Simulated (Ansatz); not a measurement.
For Cr2AlC (P6_3/mmc), PBEsol, DFPT electron-phonon coupling, linearised Boltzmann equation (Ansatz, a first-principles code) gives a transport coupling λ_tr = 0.200 and a Drude plasma energy ħω_p = 2.49 eV along z (a = (2.81, 0.00, 0.00) Å; b = (-1.41, 2.43, 0.00) Å; c = (0.00, 0.00, 12.59) Å).

### Question
Estimate the resistivity at 300 K from the high-temperature formula ρ = 2π λ_tr k_B T / (ħ ε₀ ω_p²), and say how the full Boltzmann solution compares.

### Answer
The scattering rate is 1/τ = 2π λ_tr k_B T/ħ = 4.94e13 s⁻¹ and ω_p = 3.78e15 s⁻¹, so ρ ≈ 39.0 μΩ·cm. The Boltzmann solution gives 31.5 μΩ·cm, 0.81 times the estimate; it lies lower because k_BT is not large against the phonon energies and the solution lets the distribution adjust.

A metal at this level (no band gap). Only scattering by harmonic phonons is included (no impurities, grain boundaries, electron-electron scattering or thermal expansion). Spin-orbit coupling is left out. Halving the electron mesh (36x36x8) moves the resistivity by up to 5 % at 300 K, the coupling by up to 1 %. Smearing 0.20 eV; phonons on a 6x6x1 q mesh, which this run doesn't test.

Computed structure, not matched to a measured one here, so possibly hypothetical: Cr2AlC (P6_3/mmc). Treated as nonmagnetic (a ferromagnetic start lost its moment, other orders weren't tried): Cr2AlC (P6_3/mmc).
